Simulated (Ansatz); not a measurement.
```
CELL_PARAMETERS angstrom
      0.00000     2.81667     2.84483
      2.81667     0.00000     2.84483
      2.81667     2.81667     0.00000
ATOMIC_POSITIONS crystal
  Zn 0.00000 0.00000 0.00000
  Se 0.25000 0.25000 0.25000
```

No spin polarisation.

Method: PBEsol, PAW, 420 eV (Ansatz, an electronic-structure program; no spin-orbit coupling). Settings: 10×10×10 k-points, 0.05 eV Fermi–Dirac smearing.

Predict the space group, electron mass and band gap.

Space group: I-4m2 (No. 119)
Electron mass: 0.089 mₑ (at Γ)
Band gap: 1.19 eV

The cells carry an imposed strain or load. Masses are band curvatures over ±0.01 Å⁻¹ around the edge. Whether these cells are dynamically stable was not tested. The cell was made from ZnSe in the zinc blende structure (space group F-43m, No. 216) by this change: uniaxial strain ε_zz = +1.00 %.
